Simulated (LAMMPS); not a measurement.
MD from the crystal across the composition of Pd (fcc) with a share x of Pd sites Pt; all at 300 K and zero pressure.

All values are model results, not measurements: classical MD, pair style eam, the elements' _u3.eam files (universal-3 set of Foiles, Baskes and Daw) (LAMMPS).

```tsv
x	volume	state	enthalpy	T (K)
0.25	14.9115 ± 0.0001 Å³/atom	crystal; no diffusion seen in 30 ps	-4.2877 ± 0.0001 eV/atom	300
0.5	14.9809 ± 0.0001 Å³/atom	crystal; no diffusion seen in 30 ps	-4.7504 ± 0.0001 eV/atom	300
0.75	15.0661 ± 0.0001 Å³/atom	crystal; no diffusion seen in 30 ps	-5.2187 ± 0.0001 eV/atom	300
```

Caution: the random arrangement on this lattice is imposed, and need not be a phase that exists in equilibrium.

States go by the mean squared displacement: a species diffuses where it passes 1.5 Å², still rises and gives D over 1e-6 cm²/s; a crystal has left its structure where atoms lie 0.35 Å off their sites on average or a cubic box changes its shape by 3 %, or the axial ratios of another lie 8 % off the starting cell's, which the potential's own relaxation can also do.

Errors shown are sampling errors alone.
